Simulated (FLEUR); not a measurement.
Input and output of a self-consistent single point for AlFe3C (Pm-3m, 5 atoms in the cell) (FLEUR).

Method of the run: LDA (Perdew-Zunger), all-electron FLAPW (FLEUR), scalar-relativistic valence in FLEUR.

The change in words: lattice scaled by 0.98. Reference geometry:
```
AlFe3C
1.0
    3.78978     0.00000     0.00000
    0.00000     3.78978     0.00000
    0.00000     0.00000     3.78978
Al Fe C
1 3 1
Direct
  0.00000   0.00000   0.00000
  0.00000   0.50000   0.50000
  0.50000   0.00000   0.50000
  0.50000   0.50000   0.00000
  0.50000   0.50000   0.50000
```
Moments meant for the start (each program seeds them in its own way; μB, in the order of the atoms Al Fe Fe Fe C): 0.0 4.0 4.0 4.0 0.0.

Reference input (self-consistent single point, DFT, LDA (Perdew-Zunger), all-electron FLAPW (FLEUR), scalar-relativistic valence): Kmax = 4.7 1/bohr; GmaxXC = 18.8 1/bohr; xcFunctional = pz; jspins = 2; l_soc = F; mode = hist; fermiSmearingEnergy = 0.00367493 Htr; mesh (inpgen div1-3) = 7 7 7; inpgen gamma flag = false; Gmax = 18.8 1/bohr; numbands = 0; maxIterBroyd = 15. This run's input differs from it in these lines:

```diff
@@ -3,5 +3,5 @@
 &input film=f /
-3.7897800000 0.0000000000 0.0000000000
-0.0000000000 3.7897800000 0.0000000000
-0.0000000000 0.0000000000 3.7897800000
+3.7139840000 0.0000000000 0.0000000000
+0.0000000000 3.7139840000 0.0000000000
+0.0000000000 0.0000000000 3.7139840000
 1.8897261246
@@ -47,5 +47,5 @@
          <bravaisMatrix>
-            <row-1>    7.1616462724865873     0.0000000000000000     0.0000000000000000</row-1>
-            <row-2>    0.0000000000000000     7.1616462724865873     0.0000000000000000</row-2>
-            <row-3>    0.0000000000000000     0.0000000000000000     7.1616462724865873</row-3>
+            <row-1>    7.0184125911464061     0.0000000000000000     0.0000000000000000</row-1>
+            <row-2>    0.0000000000000000     7.0184125911464061     0.0000000000000000</row-2>
+            <row-3>    0.0000000000000000     0.0000000000000000     7.0184125911464061</row-3>
          </bravaisMatrix>
```

Output, abridged:

```
 Iteration:     1   Distance:      39.00525786 me/bohr^3
 Iteration:     2   Distance:      37.95046723 me/bohr^3
 Iteration:     3   Distance:      34.61031863 me/bohr^3
 Iteration:     4   Distance:      39.13276102 me/bohr^3
 Iteration:     5   Distance:      21.99808079 me/bohr^3
   [... 32 lines left out ...]
 Iteration:    38   Distance:       0.00003248 me/bohr^3
 Iteration:    39   Distance:       0.00004090 me/bohr^3
 Iteration:    40   Distance:       0.00001022 me/bohr^3
 Iteration:    41   Distance:       0.00000589 me/bohr^3
 Run finished successfully
 Stop message:
   Structural relaxation: Done

[file out, last iteration]
             iter=     42
[...]
          total density-effective poten   -6.4796190773E+03
          total charge density-energy d   -1.8390310326E+02
 Updated energy parameters for spin:           1
 Updated energy parameters for spin:           2
[...]
 fermi energy and band-weighting factors:
    1.017868    1.069747

[...]
FERMIE:
          first approx. to ef    (T=0)  :   0.456828 htr   (energy of the highest occ. eigenvalue)
          number of occ. states  (T=0)  :       1099
          first approx. to seigv (T=0)  : -32.636871 htr
          sum of weights of occ. states :  55.067055
          sum of semicore charge        :   0.000000 e
FERHIS:  Fermi-Energy by histogram:
   [... lines left out ...]
          bandgap                     :   0.000425 htr
          charge neutrality (T=0)     :   0.067055    (zero if the highest occ. eigenvalue is "entirely" occupied)
     EF_NEWTON:  Adjust Fermi-Energy by Newton-Method.
 Direct bandgap for spin            1 :    1.4942963721424674E-002  Htr
 Direct bandgap for spin            2 :    4.3440392380505455E-003  Htr
 ---->    free energy=                     -4091.5275710986 htr
   [... lines left out ...]
 TOTAL FORCE FOR ATOM TYPE=  1  X=  0.000   Y=  0.000   Z=  0.000
                       FX_TOT= 0.000000 FY_TOT= 0.000000 FZ_TOT= 0.000000
 TOTAL FORCE FOR ATOM TYPE=  2  X=  0.000   Y=  3.509   Z=  3.509
                       FX_TOT= 0.000000 FY_TOT= 0.000000 FZ_TOT= 0.000000
 TOTAL FORCE FOR ATOM TYPE=  3  X=  3.509   Y=  3.509   Z=  3.509
                       FX_TOT= 0.000000 FY_TOT= 0.000000 FZ_TOT= 0.000000
 Structural relaxation: Done
```

The run converged in 41 iterations. FLEUR gives forces in its relaxation mode, with a further iteration, so its stop message speaks of a relaxation. Against the reference run the free energy falls by 64.3 meV/atom and the size of the net moment goes from 0.41 to 0.25 μB/atom.

The starting cell comes from a database of computed structures (which also holds hypothetical and non-ambient phases and stackings), without a prior relaxation at this level. For this run, on top of that: lattice scaled by 0.98. The moments shrank to a small part of their start, a low-spin state that need not be the lowest. Values depend on the basis (sphere radii, cutoffs, local orbitals), which need not be converged. The log's line on a gap gives a spacing of levels on this mesh, which the program prints for metals too.

Cost on one core of a shared machine: roughly 5 min.
